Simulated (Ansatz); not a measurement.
We consider L1₀ (CuAu-type) TiAl, described by revPBE in Ansatz (plane waves, PAW).

Run with plane-wave cutoff 520 eV, 20×20×14 k mesh (along the axes of the cell as run), Fermi–Dirac smearing 0.05 eV, no spin polarisation, scalar-relativistic PAW data made under PBE.

Shape and atoms are relaxed at each volume.

Pressure at four volumes; x = ln(V/16.527 Å³). One pressure is withheld.

```json
[
 {"V (Å³/atom)": "15.866", "x": "-0.0408", "P (GPa)": "?"},
 {"V (Å³/atom)": "16.196", "x": "-0.0202", "P (GPa)": "2.29"},
 {"V (Å³/atom)": "16.527", "x": "0.0000", "P (GPa)": "0.00"},
 {"V (Å³/atom)": "17.188", "x": "0.0392", "P (GPa)": "-3.96"}
]
```

Task: Pass a parabola P(x) through the three rows shown, estimate the bulk modulus and its pressure derivative near zero pressure, and predict the withheld pressure.

Result: Slopes between the rows: (0.00 − (2.29))/(0.0000 − (-0.0202)) = -113.37 and (-3.96 − (0.00))/(0.0392 − (0.0000)) = -101.02 GPa. Their difference over the span 0.0594 is c = 12.35/0.0594 = 207.9 GPa, so P(x) = 2.29 + (-113.37)(x − (-0.0202)) + 207.9 (x − (-0.0202))(x − (0.0000)). At the middle row B = −dP/dx = −[-113.37 + 207.9 × 0.0202] = 109.2 GPa, and B′ = dB/dP = 2c/B = 3.8. At x = -0.0408 the parabola gives 4.80 GPa; the run gives 4.82 GPa. The Birch–Murnaghan fit to the energies at all volumes has B0 = 109 GPa and B′ = 3.9.

Note: the bulk modulus comes from volumes at which shape and atoms were relaxed.

Ansatz is a program for electronic structure.
